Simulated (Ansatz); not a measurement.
The starting structures come from a database of crystals and need not be the phases stable at ambient conditions.

The decay constant κ of evanescent states in the gap governs leakage through a thin film.

Given:

```yaml
crystal:
  lattice:
    - [7.49031, 0.00000, 0.00000]
    - [1.44385, 7.64245, 0.00000]
    - [3.74516, 0.00000, 3.18013]
  atoms:
    - { symbol: Pd, position: [0.00000, 0.50000, 0.50000] }
    - { symbol: Pd, position: [0.50000, 0.00000, 0.50000] }
    - { symbol: S, position: [0.92576, 0.25000, 0.14848] }
    - { symbol: S, position: [0.07424, 0.75000, 0.85152] }
    - { symbol: O, position: [0.22420, 0.20954, 0.89178] }
    - { symbol: O, position: [0.77580, 0.79046, 0.10822] }
    - { symbol: O, position: [0.88402, 0.29046, 0.89178] }
    - { symbol: O, position: [0.11598, 0.70954, 0.10822] }
    - { symbol: O, position: [0.19240, 0.59489, 0.58444] }
    - { symbol: O, position: [0.80760, 0.40511, 0.41556] }
    - { symbol: O, position: [0.22316, 0.90511, 0.58444] }
    - { symbol: O, position: [0.77684, 0.09489, 0.41556] }
```

The cell is taken as given; by r2SCAN it stands under a pressure of -4.2 GPa.

Transport runs along the normal of the first two printed cell vectors.

The gap is the functional's own, uncorrected, and κ follows it; spin-orbit coupling is left out. Mid-gap means the computed energy nearest the middle.

Q: Predict the band gap and the smallest decay constant κ at mid-gap from r2SCAN in Ansatz (an electronic-structure program).

A: Gap 1.35 eV on a 10×4×10 mesh; κ = 0.488 1/Å, at (0.500, 0.250) of the in-plane reciprocal vectors. At the zone centre the slowest state has κ = 0.49 1/Å.
